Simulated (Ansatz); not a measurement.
The reference is SrTiO₃ in the cubic perovskite structure (space group Pm-3m, No. 221).

```xyz
5
Lattice="3.9364 0.0000 0.0000 0.0000 3.9364 0.0000 0.0000 0.0000 3.9364" Properties=species:S:1:pos:R:3 pbc="T T T"
Sr     0.0000     0.0000     0.0000
Ti     1.9682     1.9682     1.9682
O      1.9682     0.0000     1.9682
O      0.0000     1.9682     1.9682
O      1.9682     1.9682     0.0000
```

Method: PBE in Ansatz (plane waves to 420 eV, PAW, scalar-relativistic without spin-orbit coupling).

Base values:

Gap character: indirect, R → Γ

Perturbation: every lattice vector is stretched by 1.20 %; the atoms relax in the strained cell.

Task: What does the calculation give for the mean gap deformation potential ΔEg/Δln V, energy relative to the base and gap character after the change?

Result: The mean gap deformation potential ΔEg/Δln V is -2.0 eV; the energy grows by 8.0 meV/atom; the gap character is still indirect, R → Γ.

Stability against distortions was not tested. The final runs are not spin-polarised. Many cubic perovskites are stable only at high temperature; tilts and polar distortions were not tested.

Ansatz is an electronic-structure program.
